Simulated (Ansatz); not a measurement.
Take InAs in the zinc blende structure (space group F-43m, No. 216) as the base.

```
CELL_PARAMETERS angstrom
      0.00000     3.04364     3.04364
      3.04364     0.00000     3.04364
      3.04364     3.04364     0.00000
ATOMIC_POSITIONS crystal
  In 0.00000 0.00000 0.00000
  As 0.25000 0.25000 0.25000
```

Cartesian axes are those of the cell as printed.

Method: plane-wave PAW DFT at the PBEsol level (Ansatz, a program for electronic structure, 420 eV), scalar-relativistic without spin-orbit coupling.

For the base:

The pressure is 0.0 GPa and the shortest interatomic distance is 2.636 Å.

Now apply this change: compressive biaxial strain of 0.83 % in the plane normal to [111], as in epitaxy on a mismatched substrate; the out-of-plane cell vector and the atoms relax.

Q: How does this affect the pressure?

A: The pressure (mean of the normal stresses, compression positive) goes from zero to 0.7 GPa.

Q: How does this affect the shortest interatomic distance?

A: The shortest interatomic distance drops by 0.012 Å (2.636 Å → 2.624 Å).

The mesh was chosen for an insulator and is coarse for the gapless case. Stability against distortions was not tested. The final runs are not spin-polarised.
